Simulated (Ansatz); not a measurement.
Base system: Hf in the hcp (Mg type) structure (space group P6_3/mmc, No. 194; a = 3.204 Å, c = 5.072 Å; relaxed with 0.1 eV smearing).

Calculations: PBE, PAW, 420 eV (Ansatz, an electronic-structure program; without spin-orbit coupling), earlier PAW set.

For the base:

| Item | Result |
|---|---|
| Pressure | 0.0 GPa |
| Band gap | zero |

Perturbation: the cell is scaled by 0.9910 in all directions, atoms relaxed at fixed cell.

Predict the new energy relative to the base.

The energy rises by 5.6 meV/atom.

What does the calculation give for the pressure after the change?

The pressure (mean of the normal stresses, compression positive) goes from zero to 3.0 GPa.

Estimate the effect on the band gap.

The band gap is still zero.

The cells carry an imposed strain or load. Stability against distortions was not tested. All final runs are without spin polarisation.
